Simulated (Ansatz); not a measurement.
MoSe2, pressure series

The reference is MoSe2 in the 2H-MoS2 type structure (space group P6_3/mmc, No. 194; a = 3.2771 Å, c = 12.7318 Å; layered, stacked along the Cartesian z axis).

Cell and atoms are relaxed at each pressure.

All numbers come from PBE-D3(BJ)/PAW in Ansatz (a program for electronic structure), no spin-orbit coupling.

| change | smallest direct gap | c/a ratio | lattice parameter a | band gap | width of the top valence band |
|---|---|---|---|---|---|
| base | 1.46 eV | 3.885 | 6.193 bohr | 0.74 eV | 1.39 eV |
| pressure −2 GPa | 1.43 eV | 4.039 | 6.242 bohr | 0.98 eV | 1.23 eV |
| pressure −1 GPa | 1.44 eV | 3.936 | 6.216 bohr | 0.83 eV | 1.33 eV |
| pressure 0.9 GPa | 1.48 eV | 3.854 | 6.173 bohr | ___ | 1.43 eV |
| pressure 2.1 GPa | 1.50 eV | 3.825 | 6.148 bohr | 0.61 eV | 1.46 eV |
| pressure 4.5 GPa | 1.48 eV | 3.790 | 6.103 bohr | 0.50 eV | ___ |
| pressure 9 GPa | 1.25 eV | 3.757 | 6.028 bohr | 0.34 eV | ___ |
| pressure 15 GPa | 1.00 eV | 3.742 | 5.942 bohr | 0.16 eV | ___ |
| pressure 22.5 GPa | – | 3.738 | 5.851 bohr | zero | – |
| pressure 30 GPa | – | 3.739 | 5.773 bohr | zero | – |

Problem. Complete the table.

Solution. 
- pressure 0.9 GPa, band gap: 0.68 eV
- pressure 4.5 GPa, width of the top valence band: 1.54 eV
- pressure 9 GPa, width of the top valence band: 1.60 eV
- pressure 15 GPa, width of the top valence band: 1.73 eV

A case with no gap was solved on a k-mesh chosen for an insulator, which is coarse for it. Load acts through the strain it causes; cell and atoms are relaxed under it. Whether these cells are dynamically stable was not tested. No other phases were tried under pressure. The final runs are not spin-polarised. The zero or small gap of MoSe2 under pressure 15 GPa, MoSe2 under pressure 22.5 GPa and MoSe2 under pressure 30 GPa can change with the level of theory.
